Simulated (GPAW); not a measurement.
Troubleshooting GPAW: a failed run on BiClO (P4/nmm, 6 atoms in the cell). The aim is a self-consistent single point with DFT LDA (Perdew-Wang 92), plane waves, GPAW PAW datasets LDA (gpaw-data 1.0.1).

Input as run:

```python
from ase import Atoms
from ase.units import GPa
from gpaw import GPAW

atoms = Atoms(['Bi', 'Bi', 'Cl', 'Cl', 'O', 'O'],
              cell=[[3.885510, 0.000000, 0.000000],
                    [0.000000, 3.885510, 0.000000],
                    [0.000000, 0.000000, 7.348900]],
              positions=[[1.942755, 0.000000, 2.418082],
                         [0.000000, 1.942755, 4.930818],
                         [0.000000, 1.942755, 1.081758],
                         [1.942755, 0.000000, 6.267142],
                         [0.000000, 0.000000, 3.674450],
                         [1.942755, 1.942755, 3.674450]],
              pbc=True)

calc = GPAW(mode={'name': 'pw', 'ecut': 950},
            xc='LDA',
            kpts=(5, 5, 3),
            occupations={'name': 'methfessel-paxton', 'width': 0.1, 'order': 1},
            nbands=26,
            convergence={'density': 1e-05, 'energy': 1e-05},
            symmetry={'symmorphic': False, 'tolerance': 0.0005},
            maxiter=100)

atoms.calc = calc

energy = atoms.get_potential_energy()
print('Energy (eV):', round(energy, 6))
forces = atoms.get_forces()
print('Forces (eV/Ang):')
print(forces.round(5))
stress = atoms.get_stress()
print('Stress (GPa, Voigt):', (stress / GPa).round(4))
```

Output (repeated stretches shortened):

```
Input parameters:
  convergence: {density: 1e-05,
                energy: 1e-05}
  kpts: [5 5 3]
  maxiter: 100
  mode: {ecut: 950,
         name: pw}
  nbands: 26
  occupations: {name: methfessel-paxton,
                order: 1,
                width: 0.1}
  symmetry: {symmorphic: False,
             tolerance: 0.0005}

species:
  Bi:
    name: Bismuth
    Z: 83.0
    valence: 15
    core: 68
    charge: 0.0
    file: Bi.LDA.gz

    # Using partial waves for Bi as LCAO basis

  Cl:
    name: Chlorine
    Z: 17.0
    valence: 7
    core: 10
    charge: 0.0
    file: Cl.LDA.gz

    # Using partial waves for Cl as LCAO basis

  O:
    name: Oxygen
    Z: 8.0
    valence: 6
    core: 2
    charge: 0.0
    file: O.LDA.gz

    # Using partial waves for O as LCAO basis

Reference energy: -1198170.770753  # eV

Spin-paired calculation

Traceback (most recent call last):
   [... frames left out ...]
ValueError: Too few bands!  Electrons: 56.000000, bands: 26
```

Question: From the messages shown, name the fault and mend the input.

Answer: The fault is too few bands; here the program stops on it instead of giving results. To fix it, raise the band count or leave it to the default. The program stopped before any SCF iteration.

The sound input it was made from differs as follows (other fixes are possible):
```diff
-            nbands=26,
+            nbands=-14,
```

With that input, the run converged in 28 iterations: free energy E − TS (from the program's reference atoms) -35.1939 eV; largest force (vector length) 0.157 eV/Å (DFT LDA (Perdew-Wang 92), plane waves, GPAW PAW datasets LDA (gpaw-data 1.0.1)).

On the sound input: the starting cell comes from a database of published, mostly measured structures (it also holds non-ambient and calculated ones), without a prior relaxation at this level. Spin-orbit coupling is off.
